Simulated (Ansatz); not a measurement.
Start from SiC in the wurtzite structure (space group P6_3mc, No. 186; a = 3.0759 Å, c = 5.0477 Å).

Computed with Ansatz (a program for electronic structure) PBEsol, no spin-orbit coupling.

For the base:

| Item | Value |
|---|---|
| Lattice parameter a | 3.076 Å |

One thing is altered: cell and atoms relaxed at a pressure of 5 GPa.

### Question
Estimate the effect on the lattice parameter a.

### Answer
The lattice parameter a decreases by 0.022 Å to 3.054 Å.

### Question
What does the calculation give for the mean gap deformation potential ΔEg/Δln V after the change?

### Answer
The mean gap deformation potential ΔEg/Δln V comes out as +1.8 eV.

Load acts through the strain it causes; cell and atoms are relaxed under it. No phonon test of stability was made. Competing high-pressure phases were not computed.
